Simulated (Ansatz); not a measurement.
ScOF (P4/nmm, No. 129, 6 atoms in the cell; start mp-989178), treated with PBE0 (Ansatz, a program for electronic structure, plane waves, PAW).

The input as run:

Ansatz 0.2 input:
```yaml
crystal:
  lattice:
    - [3.5777084896, 0.0, 0.0]
    - [0.0, 3.5777084896, 0.0]
    - [0.0, 0.0, 5.094425158]
  atoms:
    - { symbol: Sc, position: [0.5, 0.0, 0.7072760803] }
    - { symbol: Sc, position: [0.0, 0.5, 0.2927239197] }
    - { symbol: O, position: [0.0, 0.0, 0.5] }
    - { symbol: O, position: [0.5, 0.5, 0.5] }
    - { symbol: F, position: [0.5, 0.5, 0.0] }
    - { symbol: F, position: [0.0, 0.0, 0.0] }
basis:
  ecutwfc: 460
  ecutrho_ratio: 4
  xc_grid: 2
kpoints:
  mp_grid: { grid: [6, 6, 4] }
  band_path: { path: [[0, 0, 0], [0.231771, 0.231771, -0.5]], npoints: 1 }
hamiltonian:
  xc: pbe0
  dispersion: none
  pseudopotentials: { azcp: { folder: ./paw }, kind: paw }
scf:
  occupations: { method: fermi_dirac, width: 0.01 }
  convergence: { dr2_threshold: 0.0000000006 }
output:
  forces: true
  stress: true
  eigenvalues: true
  write_bands: true
```

Q: How many irreducible k-points, plane waves at Γ does the program set up, and what pressure does the run end with?

A: 30 irreducible k-points, 1465 plane waves at Γ; P = 2.08 GPa, so the cell is compressed on average and its volume would grow at this level.

The run printed, among other lines:

```
WARN output.stress: scf.exx.energy_threshold = 1e-6 eV is looser than the 6e-8 eV advised for a stress under a hybrid functional (1e-8 eV for each atom of the …
Crystal: 6 atoms, lattice volume = 65.209 Å³
Basis set: ecut = 460 eV, 1465 PW (Γ), exchange–correlation on 54×54×72 points (8 copies of the dense FFT grid, shifted against one another)
Bands: 30, of which v1, the nominal top of the filled ones, is band 24 counted from 1 (23 counted from 0)
Symmetry: 16 space group operations
Space group: P4/nmm (ITA 129), of the structure as read, at distance tolerance 4.0e-5 Å
k-points: 30 of 144
Initial density: superposition of atomic densities (chi_scale 0.1, normalization cell, long waves kept (reshape's long-wave potential 0.15 eV rms))
Functional: x = pbe(κ = 0.804, μ = 0.2195149727645171), c = pbe(β = 0.06672455060314922), warm-up for x = 0.75 pbe(κ = 0.804, μ = 0.2195149727645171) + 0.25 exact, c = pbe(β = 0.06672455060314922)
SCF iter   1: F=—  HF=-7045.253202 eV  |F-HF|=—  |Δ(HF+E_count)|=         —  Δρ=3.26e-1  dr2=9.58e1
SCF iter   2: F=—  HF=-7039.857582 eV  |F-HF|=—  |Δ(HF+E_count)|=    5.40e0  Δρ=2.11e-1  dr2=4.64e1
  ...
Crystal: 6 atoms, lattice volume = 65.209 Å³
Initial density: handed on by an earlier stage of this run
Functional: x = 0.75 pbe(κ = 0.804, μ = 0.2195149727645171) + 0.25 exact, c = pbe(β = 0.06672455060314922)
Crystal: 6 atoms, lattice volume = 65.209 Å³
SCF iter   9: F=—  HF=-7035.858972 eV  |F-HF|=—  |Δ(HF+E_count)|=   1.01e-8  Δρ=2.46e-6  dr2=2.54e-9
SCF iter  10: F=-7035.858972 eV  HF=-7035.858972 eV  |F-HF|=1.46e-11  |Δ(HF+E_count)|=  8.51e-10  Δρ=1.54e-7  dr2=3.57e-11
SCF 3 converged in 10 iterations: F = -7035.858972 eV  dr2 = 3.57e-11
Free energy (F): -7035.858972 eV
Internal energy: -7035.858972 eV  (E = F + TS)
E sigma→0 (E₀):  -7035.858972 eV
Fermi energy:    10.530027 eV
--- Forces (eV/Å), atoms counted from 1 ---
  atom   1  Sc     0.00000000     0.00000000    -0.12909312
  atom   2  Sc     0.00000000     0.00000000     0.12909312
  atom   3  O      0.00000000     0.00000000     0.00000000
  atom   4  O      0.00000000     0.00000000     0.00000000
  atom   5  F      0.00000000     0.00000000     0.00000000
  atom   6  F      0.00000000     0.00000000     0.00000000
--- Stress (GPa, compression-positive) ---
        2.077164       0.000000       0.000000
        0.000000       2.077164       0.000000
        0.000000       0.000000       2.092452
  P = ⅓ Tr σ = 2.0823 GPa (20.823 kbar)
```

The PAW data were made under PBE.

Note: cell and atoms aren't relaxed at this level (largest force component 0.13 eV/Å, pressure 2.1 GPa).

A start named mp-… is a Materials Project structure, which need not be a measured phase.
